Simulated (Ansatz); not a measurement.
**GaAs (model structure, from the CsCl type, Pm-3m, No. 221): properties by level of theory**

| level (code) | lattice parameter a (Å) | enthalpy of formation (eV/atom) |
|---|---|---|
| PBE (Ansatz) | 3.373 | 0.187 |
| PBEsol (Ansatz) | 3.311 | 0.162 |
| PBE-D3(BJ) (Ansatz) | 3.317 | 0.156 |
| r²SCAN (Ansatz) | 3.342 | 0.327 |

Ansatz's density-functional and Hartree–Fock values are scalar-relativistic unless marked +SOC, with PAW data made under PBE.

Computed values are for the static lattice.

A model structure was made by putting elements into a prototype or built by hand; it is no filed structure, need not be a known phase, and can be a saddle point held by its symmetry.

Ansatz is a quantum-chemistry and plane-wave program.
